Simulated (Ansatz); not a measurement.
Start from BeSe in the zinc blende structure (space group F-43m, No. 216; a = 5.129 Å).

Method: Kohn–Sham DFT with the PBEsol functional, run in Ansatz (an electronic-structure program) with PAW and 420 eV plane waves, without spin-orbit coupling.

Before the change:

```
Quantity                  Result
---------------  ---------------
Volume per atom         16.86 Å³
Gap character    indirect, Γ → X
```

One thing is altered: a hydrostatic pressure of 3 GPa.

**Question.** Estimate the effect on the volume per atom and gap character.

**Answer.** The volume per atom drops by 0.585 Å³ (16.86 Å³ → 16.28 Å³); the gap character remains indirect, Γ → X.

Load acts through the strain it causes; cell and atoms are relaxed under it. No phonon test of stability was made.
